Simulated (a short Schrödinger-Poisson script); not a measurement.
Stack: symmetric double-gate stack, SiO2 on p-type Si(100), at 300 K.

```csv
layer,material,thickness (nm),Na (cm⁻³)
1,SiO2,2.1,-
2,Si,20,3e17
3,SiO2,2.1,-
```

The device is made up for the run: typed textbook-type constants, with dimensions and the other settings drawn at random. SiO2: permittivity 3.9, conduction-band edge (eV) 3.15, gap (eV) 9, electron mass (mₑ) 0.5. Si: permittivity 11.7, conduction-band edge (eV) 0, gap (eV) 1.124, Nv at 300 K (cm⁻³) 3.1e19.

Channel valleys (confinement mass, in-plane density-of-states mass, number): Δ2 0.916, 0.19, 2; Δ4 0.19, 0.417, 4. At the gates, both at one voltage, the conduction-band edge of layer 1 lies 3.62 eV − eVg above the Fermi level of the channel. Gaps are held at their typed values at every temperature. Mesh 0.03 nm at interfaces.

From a short Schrödinger-Poisson script (our own, NumPy): 1D Poisson equation in equilibrium, electrons classical, Boltzmann, parabolic valleys, classical holes, full ionisation, no traps, pinning or gate leakage.

The same stack at other levels of the model or other numerical settings:

```csv
run,sheet density of all electrons at Vg = 1.9 V (cm⁻²),sheet density of all electrons at Vg = 0.7 V (cm⁻²),capacitance of both gates at Vg = 1.9 V (μF/cm²),rough cost against the base
base,2.71e13,4.34e12,3.16,about 1
"electrons treated as classical, Fermi-Dirac",2.61e13,4.30e12,?,3
"electrons treated as quantum, Hartree",2.36e13,?,2.82,30
mesh six times as coarse,2.67e13,4.30e12,?,0.5
```

**Question.** Complete the blanks.

**Answer.** 
- electrons treated as classical, Fermi-Dirac, capacitance of both gates at Vg = 1.9 V (μF/cm²): 3.01
- electrons treated as quantum, Hartree, sheet density of all electrons at Vg = 0.7 V (cm⁻²): 3.63e12
- mesh six times as coarse, capacitance of both gates at Vg = 1.9 V (μF/cm²): 3.11

The classical rows ignore confinement, and Boltzmann statistics overrate the density once the band edge passes the Fermi level.
